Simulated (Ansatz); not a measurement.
## What each level gives and costs: CdS (F-43m, 2 atoms in the cell)

```
CdS
1.0
    0.00000     3.01005     3.01005
    3.01005     0.00000     3.01005
    3.01005     3.01005     0.00000
Cd S
1 1
Direct
  0.00000   0.00000   0.00000
  0.25000   0.25000   0.25000
```

Program: Ansatz (a first-principles code), default PAW files made with PBE; each row names its functional.

Base settings: basis.ecutwfc = 420 eV; kpoints.mp_grid.grid = 8 8 8; hamiltonian.xc = hse06; hamiltonian.pseudopotentials = {kind: paw} (the program's default PAW files); scf.occupations.method = fixed.

Differences are taken from HSE06, a reference of convenience: it is no measurement, and no ranking of the functionals follows.

Core times come from one kind of shared machine and are given to one figure; runs under 30 s give none.

The starting cell comes from a database of computed structures (which also holds hypothetical and non-ambient phases and stackings), without a prior relaxation at this level. Its lattice was rescaled by a random factor within 2.5 % of one. In the base run, with a pressure of about -3 GPa the cell is away from its equilibrium volume at this level. Ansatz's pressure includes its estimate of the finite-basis (Pulay) stress.

```csv
level,gap on the mesh less reference (eV),pressure less reference (GPa),core time / reference (rough)
PBE,-0.985,1.21,–
PBE0,0.623,-0.16,0.8
HSE06,0.000,0.00,1
```

PBE ran in under 30 s, against roughly 100 s for HSE06.

Keys are those of Ansatz 0.2.
